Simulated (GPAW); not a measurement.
## How a calculation on V3Si2Mo3 (R32, 8 atoms in the cell) responds to its settings

```
CELL_PARAMETERS angstrom
      3.38090     1.95197     2.75935
     -3.38090     1.95197     2.75935
      0.00000    -3.90393     2.75935
ATOMIC_POSITIONS crystal
  V  0.74874 0.00000 0.25126
  V  0.25126 0.74874 0.00000
  V  0.00000 0.25126 0.74874
  Si 0.24323 0.24323 0.24323
  Si 0.75677 0.75677 0.75677
  Mo 0.74950 0.50000 0.25050
  Mo 0.25050 0.74950 0.50000
  Mo 0.50000 0.25050 0.74950
```

Base run A: LDA (Perdew-Wang 92), GPAW PAW datasets LDA (gpaw-data 1.0.1) (GPAW 25.7.0), self-consistent single point.

Its settings: mode = pw; ecut = 800 eV; xc = LDA; kpts = 4 4 4; mesh shift (steps) = 0 0 0; occupations.name = fermi-dirac; occupations.width = 0.136 eV; nbands = -12; convergence.forces = 0.001 eV/Å; symmetry.symmorphic = false; symmetry.tolerance = 0.0005; maxiter = 150.

The starting cell comes from a database of computed structures (which also holds hypothetical and non-ambient phases and stackings), without a prior relaxation at this level. Spin polarisation is off. In the base run, with a pressure of about -9 GPa the cell is away from its equilibrium volume at this level.

ΔF is the free energy per atom less that of run A. 

Run A gave: pressure (GPa) -8.69; largest force (eV/Å) 0.067; TS (meV/atom) 34.4; k-points 13.

Runs:
- B: kpts, occupations.width = 2 2 2, 0.03 eV
- C: kpts, occupations.width = 2 2 2, 0.1 eV
- D: kpts, occupations.width = 2 2 2, 0.3 eV
- E: kpts, occupations.width = 3 3 3, 0.03 eV
- F: kpts, occupations.width = 3 3 3, 0.1 eV
- G: kpts, occupations.width = 3 3 3, 0.3 eV
- H: kpts, occupations.width = 4 4 4, 0.03 eV
- I: kpts, occupations.width = 4 4 4, 0.1 eV
- J: kpts, occupations.width = 4 4 4, 0.3 eV
- K: kpts, occupations.width = 5 5 5, 0.03 eV
- L: kpts, occupations.width = 5 5 5, 0.1 eV
- M: kpts, occupations.width = 5 5 5, 0.3 eV

### Question
What does run H change against A?

### Answer
The free energy rises by 15.5 meV/atom, the pressure goes from -8.69 to -8.85 GPa and the largest force goes from 0.067 to 0.130 eV/Å.

```csv
run,ΔF (meV/atom),pressure (GPa),largest force (eV/Å),TS (meV/atom),k-points
A,0.00,-8.69,0.067,34.4,13
B,152.4,-6.38,0.348,6.6,4
C,130.5,-6.36,0.282,39.0,4
D,9.2,-5.14,0.128,254.0,4
E,-16.9,-9.64,0.069,1.1,6
F,-23.5,-9.53,0.074,15.9,6
G,-99.3,-8.15,0.149,191.6,6
H,15.5,-8.85,0.130,1.8,13
I,7.7,-8.79,0.076,17.4,13
J,-76.4,-7.38,0.112,207.6,13
K,3.0,-9.18,0.027,1.3,19
L,-3.1,-9.08,0.039,14.4,19
M,-82.4,-7.61,0.126,201.6,19
```
